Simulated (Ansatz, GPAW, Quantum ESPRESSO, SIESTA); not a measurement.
# One structure in several programs: AlGaNi₆ (P4/mmm, 8 atoms in the cell)

Self-consistent single point, at a second geometry (lattice scaled by 0.98). First geometry:

```
CELL_PARAMETERS angstrom
      3.59961     0.00000     0.00000
      0.00000     3.59961     0.00000
      0.00000     0.00000     7.19639
ATOMIC_POSITIONS crystal
  Al 0.00000 0.00000 0.00000
  Ga 0.00000 0.00000 0.50000
  Ni 0.50000 0.50000 0.00000
  Ni 0.50000 0.50000 0.50000
  Ni 0.50000 0.00000 0.24930
  Ni 0.50000 0.00000 0.75070
  Ni 0.00000 0.50000 0.24930
  Ni 0.00000 0.50000 0.75070
```
Moments meant for the start (each program seeds them in its own way; μB, in the order of the atoms Al Ga Ni Ni Ni Ni Ni Ni): 0.0 0.0 2.0 2.0 2.0 2.0 2.0 2.0.

Shared settings, as Ansatz (a program for electronic structure) writes them: kpoints.mp_grid.grid = 5 5 3; scf.occupations.method = gaussian; scf.occupations.width = 0.1 eV. Potentials and cutoffs stand in the table.

```json
[
 {"code": "GPAW", "model": "LDA (Perdew-Wang 92), GPAW PAW datasets LDA (gpaw-data 1.0.1)", "ΔF from the first geometry (meV/atom)": "-47.8", "pressure (GPa)": "-5.63", "largest force (eV/Å)": "0.023", "size of the net moment (μB/atom)": "0.13", "cutoff": "850 eV"},
 {"code": "Quantum ESPRESSO", "model": "LDA (PZ), GBRV 1.5 ultrasoft (LDA) pseudopotentials", "ΔF from the first geometry (meV/atom)": "-52.8", "pressure (GPa)": "-7.31", "largest force (eV/Å)": "0.019", "size of the net moment (μB/atom)": "0.13", "cutoff": "50 Ry"},
 {"code": "SIESTA", "model": "LDA PW92, numerical atomic orbitals DZP, PseudoDojo LDA standard norm-conserving potentials (rewritten from UPF to PSML)", "ΔF from the first geometry (meV/atom)": "-54.9", "pressure (GPa)": "-8.41", "largest force (eV/Å)": "0.114", "size of the net moment (μB/atom)": "0.13", "cutoff": "grid 300 Ry"},
 {"code": "Ansatz", "model": "LDA (PW92), PAW files made with PBE", "ΔF from the first geometry (meV/atom)": "-54.1", "pressure (GPa)": "-7.49", "largest force (eV/Å)": "0.018", "size of the net moment (μB/atom)": "0.13", "cutoff": "420 eV"}
]
```

On Ansatz's run: the moments shrank to a small part of their start, a low-spin state that need not be the lowest. The program warned that a starting moment was not kept.

The spread over the programs that give each value: ΔF from the first geometry within 7.1 meV/atom; pressure within 2.78 GPa; largest force within 0.096 eV/Å; size of the net moment within 0.00 μB/atom.

SIESTA uses small atom-centred bases, whose incompleteness enters pressures, forces and empty levels differently from a plane-wave cutoff. Ansatz's pressure is given at a fixed set of plane waves, as the other plane-wave codes print theirs; with its correction for the finite basis it is -7.43 GPa. The same LDA comes in different parametrisations, which differ slightly. In the pressure, GPAW (by 1.67) and SIESTA (by 1.10) lie more than 1 GPa from the median of the plane-wave programs. In the force vectors, SIESTA (by 0.132) lies more than 0.08 eV/Å from the median of the plane-wave programs.

The shared mesh is coarse (it stands for a supercell whose shortest vector is 18 Å), so the values are not converged in it.

The starting cell comes from a database of computed structures (which also holds hypothetical and non-ambient phases and stackings), without a prior relaxation at this level. Its lattice was rescaled by a random factor within 2.5 % of one. For this run, on top of that: lattice scaled by 0.98.

Keys are those of Ansatz 0.2.
